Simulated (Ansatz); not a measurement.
Here is the system:

```
ZnO
1.0
    3.23518     0.00000     0.06341
   -1.61759     2.80175    -0.03170
    0.10214     0.00000     5.21141
Zn O
2 2
Direct
  0.67050   0.33367   0.00232
  0.33683   0.66633   0.50232
  0.66278   0.33289   0.62288
  0.32989   0.66711   0.12288
```

No spin polarisation.

The values are results of r2SCAN (Ansatz, a quantum-chemistry and plane-wave program, PAW, scalar-relativistic without spin-orbit coupling), not measurements. Γ-centred 12×12×7 mesh, Fermi–Dirac width 0.05 eV.

Q: Predict the gap character and electron mass.

A: 
```json
{
 "gap_character": "direct at Γ",
 "electron_mass": "0.19 mₑ (at Γ)"
}
```

The cells carry an imposed strain or load. Effective masses come from finite differences of ±0.01 Å⁻¹. Stability against distortions was not tested. The cell was made from ZnO in the wurtzite structure (space group P6_3mc, No. 186) by this change: tensor shear ε_xz = +1.96 %.
